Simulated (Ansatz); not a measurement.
```
CELL_PARAMETERS angstrom
     12.50000     0.00000     0.00000
      0.00000    11.00000     0.00000
      0.00000     0.00000     2.15826
ATOMIC_POSITIONS crystal
  Be 0.42960 0.50000 0.00000
  Be 0.57040 0.50000 0.50000
```

The numbers are results of PBE (plane waves to 420 eV, PAW; Ansatz, an electronic-structure program), not measurements. Mesh 1×1×86. No spin polarisation, so a magnetic state wasn't tested. One-dimensional cell, images about 11 Å apart. A model structure. Symmetry and one short period hold its shape; lower forms weren't sought. Pairing along the axis, which can open a gap, is among the distortions not tried.

Task: Say what this body is, and give its properties.

Result: Free zigzag chain of Be atoms. A hypothetical model.
PBE gap: none (under 0.01 eV)
crossings of the Fermi level between Γ and the zone edge (49 points): 3, each for both spins (ideal conductance 3 × 2e²/h)
